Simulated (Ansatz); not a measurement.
# By hand: formation energy of TiSi2 (Fddd) from the elements

We look at the formation energy of TiSi2 (Fddd) from the elements. Reaction: Ti (hcp) + 2 Si (diamond) → TiSi2 (Fddd). The sign is products less reactants. The value is per atom of the solid.

TiSi2 (Fddd), 6 atoms in the cell; spin state with PBE: run without spin. Conventional cell: a = 4.8070 Å, b = 8.2697 Å, c = 8.5610 Å, α = β = γ = 90.00°.

Method: Ansatz (a program for electronic structure), PAW, neutral cells at 0 K with nuclei at rest, on structures from PBE. Ansatz runs with its default PAW set. Other levels take these structures. The lattices are those relaxed with PBE, so at other levels the solids can be strained, which adds to the spread. A dispersion term (D3(BJ), or D4 for r2SCAN) was computed beside these levels and is taken off wherever the name lacks it.

Total energies of the cells in eV, at zero smearing width. They compare only within one column; the weights balance every element.

| cell | atoms | weight | PBE | PBEsol |
|---|---|---|---|---|
| TiSi2 (Fddd) | 6 | +1 | -7545.92560 | -7437.76086 |
| Ti (hcp) | 2 | −1 | -4999.33129 | -4947.77045 |
| Si (diamond) | 2 | −2 | -1271.61962 | -1242.97967 |

PBE: (-7545.92560) − (-4999.33129) − 2 × (-1271.61962) = -3.355 eV; dividing by 6 atoms gives -0.56 eV/atom.

PBEsol: (-7437.76086) − (-4947.77045) − 2 × (-1242.97967) = -4.031 eV; dividing by 6 atoms gives -0.67 eV/atom.

What follows from the PBE value: A formula unit of TiSi2 has 3 atoms, so it forms with -0.5592 × 3 = -1.678 eV, or -161.9 kJ/mol at 96.485 kJ/mol per eV.
